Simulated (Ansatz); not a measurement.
For GaSb (model structure, within 0.1 Å of Fm-3m, No. 225, 8 atoms in the cell), PBEsol (Ansatz, an electronic-structure program, plane waves, PAW) gives:

| Property | Result |
|---|---|
| bulk modulus B0 | 64.7 GPa |
| cohesive energy | 3.06 eV/atom |

What does r²SCAN in Ansatz (plane waves, PAW) give for the same quantities?


- bulk modulus: 63.4 GPa (decreases by 2.0 %)
- cohesive energy: 2.63 eV/atom (drops by 0.43 eV/atom)

Changes are worked out from the printed values.

Unless a cell is named, each level is at its own relaxed cell (PBEsol 23.11, r²SCAN 23.63 Å³/atom).

Levels without +SOC leave out spin–orbit coupling, which shifts energies and cells of such heavy elements.

Caveats: the bulk modulus is −V dP/dV from two relaxed cells at ±2 % in volume (PBEsol, r²SCAN). Ansatz's density-functional and Hartree–Fock values are scalar-relativistic unless marked +SOC, with PAW data made under PBE.

A model structure was made by putting elements into a prototype or built by hand; it is no filed structure, need not be a known phase, and can be a saddle point held by its symmetry.
